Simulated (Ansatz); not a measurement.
```yaml
crystal:
  lattice:
    - [2.93002, 0.00000, 0.00000]
    - [0.00000, 2.93002, 0.00000]
    - [0.00000, 0.00000, 2.93002]
  atoms:
    - { symbol: Ni, position: [0.00000, 0.00000, 0.00000] }
    - { symbol: Ge, position: [0.50000, 0.50000, 0.50000] }
```

Method: PBEsol, DFPT electron-phonon coupling, linearised Boltzmann equation (Ansatz, a quantum-chemistry and plane-wave program), smearing 0.20 eV, k spacing 0.2 Å⁻¹, phonons solved on a 5×5×5 q mesh; geometry: relaxed with this functional, without spin-orbit coupling.

Problem. The run solved the phonons by linear response and then gave no resistivity. What stopped it?

Solution. An imaginary mode of 3i cm⁻¹ at q = (0.036, 0.286, -0.500) in reciprocal-lattice units, so harmonic scattering rates are undefined. That q lies off the solved mesh, where frequencies are interpolated, so it points to an instability but doesn't prove one; a mode this soft can come from the k mesh or the smearing alone.

Spin-orbit coupling is left out.

Computed structure with no diffraction record at hand here (it may be known, metastable or hypothetical): NiGe (Pm-3m). Treated as nonmagnetic (a ferromagnetic start lost its moment, other orders weren't tried): NiGe (Pm-3m).
